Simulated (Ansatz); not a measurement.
Take HfO2 in the fluorite structure (space group Fm-3m, No. 225; a = 5.044 Å) as the base. Axes: x, y, z lie along the cube axes.

Structures relaxed with Ansatz (a first-principles code) PBEsol, no SOC.

Base:

Simulated powder pattern, Cu Kα1, λ = 1.54056 Å (kinematic, ideal powder, no thermal factors, no anomalous dispersion; the 8 strongest lines at most, above 2 %, up to 2θ = 90°):

```tsv
2θ (°)	I/Imax (%)	hkl
30.68	100	(111)
35.57	34	(200)
51.18	50	(220)
60.86	45	(311)
63.88	9.6	(222)
75.31	7.8	(400)
83.47	19	(331)
86.15	14	(420)
```

After one change:

Simulated powder pattern, Cu Kα1, λ = 1.54056 Å (kinematic, ideal powder, no thermal factors, no anomalous dispersion; the 8 strongest lines at most, above 2 %, up to 2θ = 90°):

| 2θ (°) | I/Imax (%) |
|---|---|
| 30.47 | 100 |
| 34.85 | 12 |
| 35.57 | 22 |
| 50.65 | 34 |
| 51.18 | 16 |
| 59.79 | 16 |
| 60.74 | 30 |
| 82.53 | 13 |

Question: Which change produced these results?
A. uniaxial strain ε_zz = −1.00 %
B. uniaxial strain ε_zz = +0.50 %
C. uniaxial strain ε_zz = −0.50 %
D. uniaxial strain ε_zz = +2.00 %

Answer: D, uniaxial strain ε_zz = +2.00 %. Its volume per atom is 10.91 Å³ against 10.69 Å³, and its space group is I4/mmm (No. 139).

Whether these cells are dynamically stable was not tested. This is not the structure that HfO2 has at room temperature and ambient pressure.
